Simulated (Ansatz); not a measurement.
Worked example: self-consistent single point of MgTl (P4mm, 2 atoms in the cell) in Ansatz (a first-principles code).

Computed with LDA (PW92), harder PAW files (source: ansatz) made with PBE (plane waves; Ansatz).

The change in words: lattice scaled by 0.98; basis.ecutwfc: 420 eV → 1240 eV; hamiltonian.pseudopotentials: {kind: paw} (the program's default PAW files) → {kind: paw, source: ansatz}. Reference geometry:
```
CELL_PARAMETERS angstrom
      3.61961     0.00000     0.00000
      0.00000     3.61961     0.00000
      0.00000     0.00000     3.61961
ATOMIC_POSITIONS crystal
  Mg 0.00000 0.00000 0.01381
  Tl 0.50000 0.50000 0.50000
```

Reference input (self-consistent single point, DFT, LDA (PW92), plane waves, default PAW files made with PBE): basis.ecutwfc = 420 eV; kpoints.mp_grid.grid = 9 9 9; hamiltonian.xc = lda; hamiltonian.pseudopotentials = {kind: paw} (the program's default PAW files); scf.occupations.method = gaussian; scf.occupations.width = 0.1 eV. This run's input differs from it in these lines:

Ansatz 0.2 input:
```diff
@@ -2,5 +2,5 @@
   lattice:
-    - [3.61961100, 0.00000000, 0.00000000]
-    - [0.00000000, 3.61961100, 0.00000000]
-    - [0.00000000, 0.00000000, 3.61961100]
+    - [3.54721900, 0.00000000, 0.00000000]
+    - [0.00000000, 3.54721900, 0.00000000]
+    - [0.00000000, 0.00000000, 3.54721900]
   atoms:
@@ -9,3 +9,3 @@
 basis:
-  ecutwfc: 420.0
+  ecutwfc: 1240.0
 kpoints:
@@ -14,3 +14,3 @@
   xc: lda
-  pseudopotentials: { kind: paw }
+  pseudopotentials: { kind: paw, source: ansatz }
 scf:
```

The program printed (abridged):

```
SCF iter   1: F=—  HF=-16153.470116 eV  |F-HF|=—  |Δ(HF+E_count)|=         —  Δρ=3.47e-2  dr2=5.95e-1  ethr=3.10e-3  ⟨swp⟩=5.3  Hψ=6662  notcnv=0
all-band conjugate gradients solve this SCF's bands
preconditioner: auto → Kerker (q_TF=auto, 2.567 Å⁻¹)
SCF iter   2: F=—  HF=-16153.320746 eV  |F-HF|=—  |Δ(HF+E_count)|=   1.49e-1  Δρ=1.70e-2  dr2=1.50e-1  ethr=1.92e-3  ⟨swp⟩=2.0  Hψ=2407  notcnv=0  defer=39
   [... lines left out ...]
SCF iter   5: F=—  HF=-16153.274461 eV  |F-HF|=—  |Δ(HF+E_count)|=   3.73e-4  Δρ=5.07e-4  dr2=1.41e-4  ethr=5.40e-6  ⟨swp⟩=2.0  Hψ=1968  notcnv=0  defer=39
SCF iter   6: F=—  HF=-16153.274410 eV  |F-HF|=—  |Δ(HF+E_count)|=   5.12e-5  Δρ=1.31e-4  dr2=7.72e-6  ethr=4.56e-7  ⟨swp⟩=2.1  Hψ=2263  notcnv=0  defer=39
SCF iter   7: F=—  HF=-16153.274368 eV  |F-HF|=—  |Δ(HF+E_count)|=   4.25e-5  Δρ=2.77e-5  dr2=4.05e-7  ethr=2.49e-8  ⟨swp⟩=2.0  Hψ=2406  notcnv=0  defer=39
SCF iter   8: F=-16153.274367 eV  HF=-16153.274367 eV  |F-HF|=4.91e-9  |Δ(HF+E_count)|=   2.11e-7  Δρ=6.21e-6  dr2=1.65e-8  ethr=3.23e-10  ⟨swp⟩=8.7  Hψ=6882  notcnv=0
SCF 1 converged in 8 iterations: F = -16153.274367 eV  dr2 = 1.65e-8
Free energy (F): -16153.274367 eV
Internal energy: -16153.267897 eV  (E = F + TS)
E sigma→0 (E₀):  -16153.271132 eV
Entropy (-TS):   -0.006470 eV (-3.235 meV/atom)
Fermi energy:    11.411668 eV
--- Forces (eV/Å), atoms counted from 1 ---
  atom   1  Mg     0.00000000     0.00000000    -0.09775508
  atom   2  Tl     0.00000000     0.00000000     0.09775631
--- Stress (GPa, compression-positive) ---
        0.696818       0.000000      -0.000000
        0.000000       0.696818       0.000000
        0.000000       0.000000       0.641995
  P = ⅓ Tr σ = 0.6785 GPa (6.785 kbar)
  The stress holds the Pulay correction. Without it, at fixed plane waves, as pw.x and ABINIT print it: P = 0.6782 GPa
```

The run converged in 8 iterations. Against the reference run the pressure goes from -1.95 to 0.68 GPa and the largest force goes from 0.077 to 0.098 eV/Å.

The starting cell comes from a database of computed structures (which also holds hypothetical and non-ambient phases and stackings), without a prior relaxation at this level. Its lattice was rescaled by up to half a per cent. One atom was moved a little off its site on purpose. For this run, on top of that: lattice scaled by 0.98. Ansatz's pressure includes its estimate of the finite-basis (Pulay) stress.
